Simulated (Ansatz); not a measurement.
The reference is CaSe in the rock salt structure (space group Fm-3m, No. 225; a = 5.869 Å). Axes: x, y, z lie along the cube axes.

All numbers come from DFT with PBEsol, PAW potentials and a 420 eV plane-wave cutoff in Ansatz (a quantum-chemistry and plane-wave program), without spin-orbit coupling.

Base values:

Valence-band top at Γ: 0.00, 0.00, 0.00 eV
Shortest interatomic distance: 2.934 Å

Perturbation: biaxial strain −1.50 %, plane normal [001], relaxed out of plane (Cartesian); in-plane vectors clamped, the third vector and the atoms free.

### Question
Predict the new valence-band top at Γ, out-of-plane strain, energy relative to the base and shortest interatomic distance.

### Answer
The valence-band top at Γ (three highest levels, from the VBM) becomes 0.00, 0.00, -0.02 eV (base: 0.00, 0.00, 0.00 eV); the out-of-plane strain comes out as +0.48 %; the energy goes up by 4.9 meV/atom; the shortest interatomic distance shrinks by 0.044 Å to 2.890 Å.

The levels and masses belong to the bands next to the band gap. Whether these cells are dynamically stable was not tested.
